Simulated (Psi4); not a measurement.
Psi4 1.11, unrestricted WB97X/def2-svp: CC[CH]COC(C)=O, charge 0, multiplicity 2, 19 atoms. The geometry is a generated start, not checked to be a minimum at this level.

| Item | Value |
|---|---|
| task | energy |
| method | wb97x |
| basis | def2-svp |
| memory | 3 GB |
| maxiter | 100 |
| keys of the molecule block | symmetry c1 |
| scf_type | df (default) |
| guess | auto, which took SAD (default) |
| scf_initial_accelerator | adiis (default) |
| e_convergence | 1e-06 (default) |
| d_convergence | 1e-06 (default) |
| dft_radial_points | 75 (default) |
| dft_spherical_points | 302 (default) |
| basis functions | 167 |
| grid points | 401980 |

```xyz
19

C     -3.0031    -0.2911    -0.8284
C     -2.3682     0.6321     0.2315
C     -0.9216     0.8407     0.0055
C      0.0556    -0.2107     0.3441
O      1.3802     0.3042     0.2294
C      2.3760    -0.5862     0.2711
C      3.7177     0.0897     0.1654
O      2.2058    -1.7716     0.3871
H     -4.0747    -0.3675    -0.6624
H     -2.8299     0.1062    -1.8257
H     -2.5696    -1.2863    -0.7706
H     -2.5332     0.1739     1.2120
H     -2.8844     1.5927     0.2068
H     -0.5588     1.7222    -0.4840
H     -0.0288    -1.0936    -0.3177
H     -0.0973    -0.5895     1.3685
H      3.6153     1.0645    -0.3002
H      4.3963    -0.5430    -0.4007
H      4.1228     0.2132     1.1681
```

Charge 0 and multiplicity 2 are set for this test and not shown to be the ground state.

One run each on 2 threads. Values of diis_max_vecs tried: 3, 6, 10 (default), 20.

Question: How does the count of SCF iterations change with diis_max_vecs, and where is it least?

Answer: Fewest SCF iterations, within one of each other: 6 with 10, 10 (default) with 9, 20 with 9. The count rises to 14 at 3. All converge to one solution.

```json
[
 {"diis_max_vecs": "3", "SCF iterations": "14", "end": "same solution"},
 {"diis_max_vecs": "6", "SCF iterations": "10", "end": "same solution"},
 {"diis_max_vecs": "10 (default)", "SCF iterations": "9", "end": "same solution"},
 {"diis_max_vecs": "20", "SCF iterations": "9", "end": "same solution"}
]
```
